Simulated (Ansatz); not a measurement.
## Effect of biaxial strain −0.72 %, plane normal [001], relaxed out of plane on KTaO3

Consider KTaO₃ in the cubic perovskite structure (space group Pm-3m, No. 221; a = 3.984 Å). Axes: x, y, z lie along the cube axes.

The change: compressive biaxial strain of 0.72 % in the plane normal to [001], as in epitaxy on a mismatched substrate; the out-of-plane cell vector and the atoms relax.

Method: plane-wave PAW DFT at the PBEsol level (Ansatz, a first-principles code, 420 eV), no spin-orbit coupling, earlier PAW set. Settings: 8×8×8 k-points, 0.05 eV Fermi–Dirac smearing.

The volume per atom falls by 0.15 Å³, from 12.65 Å³ to 12.50 Å³ and the space group changes from Pm-3m (No. 221) to P4/mmm (No. 123). The shortest interatomic distance drops by 0.0271 bohr to 3.737 bohr and the energy rises by 2.1 meV/atom. The pressure (mean of the normal stresses, compression positive) goes from zero to 2.53 GPa and the band gap goes up by 0.016 eV to 2.16 eV. The gap character comes out as indirect, A → Γ and the out-of-plane strain is +0.25 %. The mean in-plane stress (compression positive) amounts to +3.8 GPa.

Final structure (turned so that z lies along the plane normal):

```xyz
5
Lattice="3.9555 0.0000 0.0000 0.0000 3.9555 0.0000 0.0000 0.0000 3.9943" Properties=species:S:1:pos:R:3 pbc="T T T"
K      0.0000     0.0000     0.0000
Ta     1.9778     1.9778     1.9971
O      0.0000     1.9778     1.9971
O      1.9778     1.9778     0.0000
O      1.9778     0.0000     1.9971
```

Cost of the whole job for the changed cell (relaxation, final SCF and bands): about 70 core-seconds (a rough figure).

With Ta present, leaving out spin-orbit coupling can change the band edges. Whether these cells are dynamically stable was not tested. Labels are those of the standard path for the cell's own space group.
